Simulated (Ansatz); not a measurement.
Data:

```yaml
crystal:
  lattice:
    - [0.00000, 2.41900, 2.41900]
    - [2.41900, 0.00000, 2.41900]
    - [2.41900, 2.41900, 0.00000]
  atoms:
    - { symbol: S, position: [0.75000, 0.75000, 0.75000] }
    - { symbol: Be, position: [0.00000, 0.00000, 0.00000] }
```

A single point on BeS, its geometry relaxed with PBEsol.

The values are results of plane-wave PAW DFT at the HSE06 level (Ansatz, a first-principles code, 420 eV), noncollinear with spin-orbit coupling, not measurements. Γ-centred 8×8×8 mesh, Fermi–Dirac width 0.01 eV.

Question: Estimate the band gap.

Answer: 4.01 eV.

Question: What is the computed valence-band top at Γ (three highest Kramers pairs, from the VBM)?

Answer: 0.00, 0.00, -0.10 eV.

Single points use the geometry relaxed with PBEsol. HSE06 gaps are upper bounds (no full band path). No phonon test of stability was made. The cell is BeS in the zinc blende structure (space group F-43m, No. 216).
